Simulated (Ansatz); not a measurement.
Cubic perovskite BaHfO3 was calculated with PBE in Ansatz (plane waves, PAW).

Settings: plane-wave cutoff 520 eV, 8×8×8 k mesh, perturbation theory, force constants from a 4×4×4 q mesh, scalar-relativistic PAW data made under PBE.

Computed at the level's own relaxed cell.

Harmonic phonon frequencies (cm⁻¹; i marks an imaginary mode; at Γ without the LO shift):

```tsv
q point	frequencies
Γ	0 0 0 95 95 95 180 180 180 203 203 203 496 496 496
R	28 28 28 97 97 97 212 212 212 365 365 365 540 540 783
```

No imaginary mode appears at these points.

Ansatz is an electronic-structure program.
